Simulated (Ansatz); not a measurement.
# Zr: biaxial strain −0.70 %, plane normal [001], relaxed out of plane

Consider Zr in the hcp (Mg type) structure (space group P6_3/mmc, No. 194; a = 3.230 Å, c = 5.179 Å; relaxed with 0.1 eV smearing). Axes: x lies along a and z along c of the hexagonal cell.

Now apply this change: biaxial strain −0.70 %, plane normal [001], relaxed out of plane (Cartesian); in-plane vectors clamped, the third vector and the atoms free.

Method: Ansatz (a program for electronic structure), PBE, PAW, cutoff 420 eV, without spin-orbit coupling. Settings: 21×21×11 k-points, 0.1 eV Fermi–Dirac smearing.

| quantity | base | changed | shift |
|---|---|---|---|
| volume per atom | 23.40 Å³ | 23.21 Å³ | -0.19 Å³ |
| space group | P6_3/mmc (No. 194) | P6_3/mmc (No. 194) | – |
| shortest interatomic distance | 3.191 Å | 3.196 Å | +0.005 Å |
| pressure (mean of the normal stresses, compression positive) | 0.0 GPa | 0.7 GPa | +0.7 GPa |
| band gap | zero | zero | – |
| out-of-plane strain | – | +0.58 % | – |
| mean in-plane stress (compression positive) | – | +1.1 GPa | – |

Final structure (turned so that z lies along the plane normal):

```xyz
2
Lattice="3.2078 0.0000 0.0000 1.6039 2.7780 0.0000 0.0000 0.0000 5.2089" Properties=species:S:1:pos:R:3 pbc="T T T"
Zr     1.6039     0.9260     3.9067
Zr     3.2078     1.8520     1.3022
```

No phonon test of stability was made. The final runs are not spin-polarised.
